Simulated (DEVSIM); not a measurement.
Device: abrupt Si n-p junction, at 300 K.

| layer (left to right) | material | thickness (μm) | Nd (cm⁻³) | Na (cm⁻³) | τn (s) | τp (s) |
|---|---|---|---|---|---|---|
| 1 | Si | 9.10 | 5.4e16 | - | 1e-6 | 1e-6 |
| 2 | Si | 50.0 | - | 8.9e15 | 1e-6 | 1e-6 |

Left contact: ohmic. Right contact: ohmic. Voltage is applied to the left contact. Recombination: SRH at mid-gap. Mobility is μmin + (μ − μmin)/(1 + (N/Nref)^α).

Constants are typed, rounded textbook-type inputs, not results; the design itself was drawn at random and stands for no fabricated device. Values at 300 K.

```tsv
parameter	Si
gap (eV)	1.124
affinity (eV)	4.05
permittivity	11.7
Nc (cm⁻³)	2.86e19
Nv (cm⁻³)	3.1e19
μn (cm²/Vs)	1417
μp (cm²/Vs)	470
μn,min	52
μp,min	45
Nref,n	9.7e16
Nref,p	2.2e17
αn	0.68
αp	0.72
```

Simulated with DEVSIM: 1D drift-diffusion, Boltzmann statistics, complete ionisation; no tunnelling, impact ionisation, image-force lowering or self-heating.

Tabulate band edges, carrier densities and field at -0.9 V on the left contact.

Energies count from the Fermi level of the right contact; mesh points crowd at the junctions.

```json
[
 {"x (μm)": "0.000", "Ec (eV)": "1.062", "Ev (eV)": "-0.062", "n (cm⁻³)": "5.4e16", "p (cm⁻³)": "2200", "field (V/cm)": "-24"},
 {"x (μm)": "0.04522", "Ec (eV)": "1.062", "Ev (eV)": "-0.062", "n (cm⁻³)": "5.4e16", "p (cm⁻³)": "9.3e13", "field (V/cm)": "-24"},
 {"x (μm)": "0.1752", "Ec (eV)": "1.062", "Ev (eV)": "-0.062", "n (cm⁻³)": "5.4e16", "p (cm⁻³)": "3.6e14", "field (V/cm)": "-24"},
 {"x (μm)": "0.5724", "Ec (eV)": "1.061", "Ev (eV)": "-0.063", "n (cm⁻³)": "5.5e16", "p (cm⁻³)": "1.2e15", "field (V/cm)": "-23"},
 {"x (μm)": "2.348", "Ec (eV)": "1.057", "Ev (eV)": "-0.067", "n (cm⁻³)": "5.8e16", "p (cm⁻³)": "4.4e15", "field (V/cm)": "-21"},
 {"x (μm)": "6.076", "Ec (eV)": "1.050", "Ev (eV)": "-0.074", "n (cm⁻³)": "6.4e16", "p (cm⁻³)": "1.0e16", "field (V/cm)": "-17"},
 {"x (μm)": "8.064", "Ec (eV)": "1.046", "Ev (eV)": "-0.077", "n (cm⁻³)": "6.7e16", "p (cm⁻³)": "1.3e16", "field (V/cm)": "-16"},
 {"x (μm)": "8.868", "Ec (eV)": "1.045", "Ev (eV)": "-0.079", "n (cm⁻³)": "6.8e16", "p (cm⁻³)": "1.4e16", "field (V/cm)": "-16"},
 {"x (μm)": "9.035", "Ec (eV)": "1.045", "Ev (eV)": "-0.079", "n (cm⁻³)": "6.8e16", "p (cm⁻³)": "1.4e16", "field (V/cm)": "73"},
 {"x (μm)": "9.093", "Ec (eV)": "1.052", "Ev (eV)": "-0.072", "n (cm⁻³)": "5.2e16", "p (cm⁻³)": "1.9e16", "field (V/cm)": "4900"},
 {"x (μm)": "9.128", "Ec (eV)": "1.067", "Ev (eV)": "-0.057", "n (cm⁻³)": "2.9e16", "p (cm⁻³)": "3.3e16", "field (V/cm)": "1400"},
 {"x (μm)": "9.293", "Ec (eV)": "1.069", "Ev (eV)": "-0.055", "n (cm⁻³)": "2.7e16", "p (cm⁻³)": "3.6e16", "field (V/cm)": "-16"},
 {"x (μm)": "9.703", "Ec (eV)": "1.068", "Ev (eV)": "-0.056", "n (cm⁻³)": "2.7e16", "p (cm⁻³)": "3.6e16", "field (V/cm)": "-16"},
 {"x (μm)": "10.89", "Ec (eV)": "1.066", "Ev (eV)": "-0.058", "n (cm⁻³)": "2.6e16", "p (cm⁻³)": "3.5e16", "field (V/cm)": "-16"},
 {"x (μm)": "16.63", "Ec (eV)": "1.056", "Ev (eV)": "-0.068", "n (cm⁻³)": "2.4e16", "p (cm⁻³)": "3.3e16", "field (V/cm)": "-18"},
 {"x (μm)": "31.78", "Ec (eV)": "1.024", "Ev (eV)": "-0.100", "n (cm⁻³)": "1.7e16", "p (cm⁻³)": "2.6e16", "field (V/cm)": "-24"},
 {"x (μm)": "49.33", "Ec (eV)": "0.971", "Ev (eV)": "-0.153", "n (cm⁻³)": "9.0e15", "p (cm⁻³)": "1.8e16", "field (V/cm)": "-40"},
 {"x (μm)": "55.73", "Ec (eV)": "0.940", "Ev (eV)": "-0.184", "n (cm⁻³)": "4.3e15", "p (cm⁻³)": "1.3e16", "field (V/cm)": "-61"},
 {"x (μm)": "58.31", "Ec (eV)": "0.921", "Ev (eV)": "-0.203", "n (cm⁻³)": "1.3e15", "p (cm⁻³)": "1.0e16", "field (V/cm)": "-93"},
 {"x (μm)": "58.84", "Ec (eV)": "0.916", "Ev (eV)": "-0.208", "n (cm⁻³)": "4.8e14", "p (cm⁻³)": "9.4e15", "field (V/cm)": "-110"},
 {"x (μm)": "59.03", "Ec (eV)": "0.914", "Ev (eV)": "-0.210", "n (cm⁻³)": "1.4e14", "p (cm⁻³)": "9.0e15", "field (V/cm)": "-120"},
 {"x (μm)": "59.10", "Ec (eV)": "0.913", "Ev (eV)": "-0.211", "n (cm⁻³)": "13000", "p (cm⁻³)": "8.9e15", "field (V/cm)": "-120"}
]
```
